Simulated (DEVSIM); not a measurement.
## illuminated GaAs p-on-n cell, one wavelength

Device: illuminated GaAs p-on-n cell, one wavelength, at 300 K.

```
layer (left to right)  material  thickness (μm)  Nd (cm⁻³)  Na (cm⁻³)   τn (s)   τp (s)  absorption coefficient (cm⁻¹)
---------------------  --------  --------------  ---------  ---------  -------  -------  -----------------------------
1                          GaAs           0.210          -     2.7e17  4.1e-11  1.6e-10                          13000
2                          GaAs            1.60     1.5e15          -   1.1e-9   1.1e-9                          13000
```

Left contact: ohmic, minority electron recombination velocity 2e6 cm/s. Right contact: ohmic, minority hole recombination velocity 1e5 cm/s. Voltage is applied to the left contact. Recombination: SRH at mid-gap, radiative, Auger. Light enters at the left, 1.8e17 photons cm⁻² s⁻¹, one pass, no reflection. Mobility is constant in doping.

This is a model device: material constants are rounded textbook-type values typed into the input, and sizes, dopings and lifetimes were drawn at random. Values at 300 K.

| parameter | GaAs |
|---|---|
| gap (eV) | 1.424 |
| affinity (eV) | 4.07 |
| permittivity | 12.9 |
| Nc (cm⁻³) | 4.7e17 |
| Nv (cm⁻³) | 9e18 |
| μn (cm²/Vs) | 8500 |
| μp (cm²/Vs) | 400 |
| B (cm³/s) | 2e-10 |
| Cn (cm⁶/s) | 1e-30 |
| Cp (cm⁶/s) | 1e-30 |

DEVSIM, 1D drift-diffusion, Boltzmann statistics, complete ionisation; no tunnelling, impact ionisation, image-force lowering or self-heating.

- Potential step across the device at zero bias: 1.185 V
- Largest field in the device at zero bias: 32000 V/cm
- Dark forward voltage at 1 A/cm²: 0.956 V
- Dark forward voltage at 100 A/cm²: 1.111 V
- Short-circuit current: 24.6 mA/cm²
- Open-circuit voltage: 0.822 V
- Fill factor: 0.75
- Largest power: 15.2 mW/cm²
- Share of generated pairs collected at short circuit: 0.944

Dark forward current:

(V (V), J (A/cm²)): (0.05, 1.7e-9); (0.10, 6.0e-9); (0.20, 4.9e-8); (0.25, 1.3e-7); (0.30, 3.6e-7); (0.35, 1.0e-6); (0.45, 7.5e-6); (0.50, 2.1e-5); (0.55, 5.8e-5); (0.60, 0.00016); (0.70, 0.0013); (0.75, 0.0041); (0.80, 0.013); (0.85, 0.046); (0.95, 0.84); (1.00, 4.1); (1.05, 18); (1.10, 74); (1.20, 1100); (1.25, 4000)

Current under light (generator sign):

```json
[
 {"V (V)": "0.00", "J (mA/cm²)": "24.6"},
 {"V (V)": "0.12", "J (mA/cm²)": "24.5"},
 {"V (V)": "0.26", "J (mA/cm²)": "24.2"},
 {"V (V)": "0.40", "J (mA/cm²)": "24.0"},
 {"V (V)": "0.54", "J (mA/cm²)": "23.6"},
 {"V (V)": "0.68", "J (mA/cm²)": "22.3"},
 {"V (V)": "0.70", "J (mA/cm²)": "21.7"},
 {"V (V)": "0.72", "J (mA/cm²)": "20.9"},
 {"V (V)": "0.74", "J (mA/cm²)": "19.7"},
 {"V (V)": "0.76", "J (mA/cm²)": "17.7"},
 {"V (V)": "0.78", "J (mA/cm²)": "14.6"},
 {"V (V)": "0.80", "J (mA/cm²)": "9.59"},
 {"V (V)": "0.82", "J (mA/cm²)": "1.22"},
 {"V (V)": "0.84", "J (mA/cm²)": "-13.0"}
]
```
